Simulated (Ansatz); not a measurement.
| Property | Value |
|---|---|
| Surface | single layer of CdI2 (symmetry P-3m1 as a slab, 3 atoms a cell) |
| Vacuum level minus Kohn-Sham valence edge | 6.41 eV |
| Vacuum level minus Kohn-Sham conduction edge | 3.92 eV |
| Gap of the slab on its mesh | 2.48 eV |
| Apparent barrier, filled states, bias minus 1.7 V | 8.4 eV (κ = 1.49 1/Å) |
| Apparent barrier, filled states, bias minus 2.3 V | 7.9 eV (κ = 1.44 1/Å) |
| Apparent barrier, empty states, bias plus 1.6 V | 5.3 eV (κ = 1.18 1/Å) |
| Apparent barrier, empty states, bias plus 2.2 V | 3.8 eV (κ = 0.99 1/Å) |

Method: PBE, Tersoff-Hamann images (plane waves, PAW; Ansatz, a program for electronic structure).

The apparent barrier is ħ²κ²/2m, with κ from the fall of the mean window density between 3.5 and 5 Å; states of large in-plane momentum fall faster than their energy alone says. Mesh 18×18×1, no spin-orbit coupling, no spin polarisation; biases count from the run's Fermi level.
